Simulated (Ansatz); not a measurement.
**Ti3Al: point defects**

The reference is a 16-atom supercell of Ti₃Al (space group P6_3/mmc, No. 194; a = 5.755 Å, c = 4.655 Å) at its relaxed geometry.

One neutral defect a cell, atoms relaxed at fixed cell.

The values are results of plane-wave PAW DFT at the PBE level (Ansatz, a quantum-chemistry and plane-wave program, 420 eV), scalar-relativistic without spin-orbit coupling, earlier PAW set, not measurements.

```tsv
change	largest displacement of a host atom from its site in the perfect cell	pressure
perfect supercell	–	0.0 GPa
Sc on a Ti site, symmetric start	0.04 Å	2.5 GPa
H interstitial (started 1.74 Å from the nearest host atom), symmetric start	0.02 Å	0.5 GPa
Al interstitial (started 2.05 Å from the nearest host atom), symmetric start	0.52 Å	10.3 GPa
Ti interstitial (started 1.74 Å from the nearest host atom), symmetric start	0.32 Å	8.8 GPa
```

In so small a cell the defect repeats every few ångströms: this is an ordered compound, not a dilute defect. The defect started on the symmetric site and kept its symmetry, so it may sit on a saddle. All final runs are without spin polarisation.
